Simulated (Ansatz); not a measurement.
Base system: Fe in the bcc (W type) structure (space group Im-3m, No. 229; a = 2.7870 Å; ferromagnetic).

Method: PBEsol (Ansatz, an electronic-structure program; PAW; 420 eV plane waves; no SOC).

Base values:

Lattice parameter a: 2.787 Å
Band gap: zero

One thing is altered: the non-magnetic state is imposed and the cell is relaxed again.

### Question
What happens to the lattice parameter a, energy relative to the base and band gap?

### Answer
The lattice parameter a falls by 0.064 Å (2.787 Å → 2.723 Å); the energy increases by 0.40 eV/atom (to 0.01 eV only: unlike meshes or grids); the band gap is still zero.

The magnetic state is the one reached from the starting moments; the real material's order can differ, and small cells can't hold many antiferromagnetic ones. Stability against distortions was not tested. Spin-polarised in the final run: base; the other runs are not.
